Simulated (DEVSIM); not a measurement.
**abrupt Si n-p junction**

Device: abrupt Si n-p junction, at 300 K.

```csv
layer (left to right),material,thickness (μm),Nd (cm⁻³),Na (cm⁻³),τn (s),τp (s)
1,Si,6.10,9.9e15,-,0.00024,0.00024
2,Si,0.640,-,2.7e16,0.00024,0.00024
```

Left contact: ohmic. Right contact: ohmic. Voltage is applied to the left contact. Recombination: SRH at mid-gap, Auger. Mobility is μmin + (μ − μmin)/(1 + (N/Nref)^α).

The device is made up for the run: typed textbook-type constants, with dimensions and the other settings drawn at random. Values at 300 K.

```csv
parameter,Si
gap (eV),1.124
affinity (eV),4.05
permittivity,11.7
Nc (cm⁻³),2.86e19
Nv (cm⁻³),3.1e19
μn (cm²/Vs),1417
μp (cm²/Vs),470
"μn,min",52
"μp,min",45
"Nref,n",9.7e16
"Nref,p",2.2e17
αn,0.68
αp,0.72
Cn (cm⁶/s),2.8e-31
Cp (cm⁶/s),9.9e-32
```

DEVSIM, 1D drift-diffusion, Boltzmann statistics, complete ionisation; no tunnelling, impact ionisation, image-force lowering or self-heating.

The potential step across the device at zero bias comes out as 0.736 V, the largest field in the device at zero bias is 39000 V/cm and the dark forward voltage at 1 A/cm² is 0.564 V. The dark forward voltage at 100 A/cm² is 0.710 V.

Dark reverse current:

```csv
V (V),J (A/cm²)
0.20,4.0e-10
0.50,4.3e-10
1.00,4.8e-10
1.50,5.3e-10
2.00,5.7e-10
3.00,6.4e-10
4.00,7.1e-10
5.00,7.7e-10
6.50,8.7e-10
8.00,9.6e-10
10.00,1.1e-9
```

Small-signal capacitance in reverse bias (quasi-static):

```
V (V)  C (nF/cm²)
-----  ----------
0.2          26.1
0.5          22.5
1            18.9
1.5          16.6
2            15.0
3            12.8
4            11.3
5            10.3
6.5          9.15
8            8.32
10           7.50
```
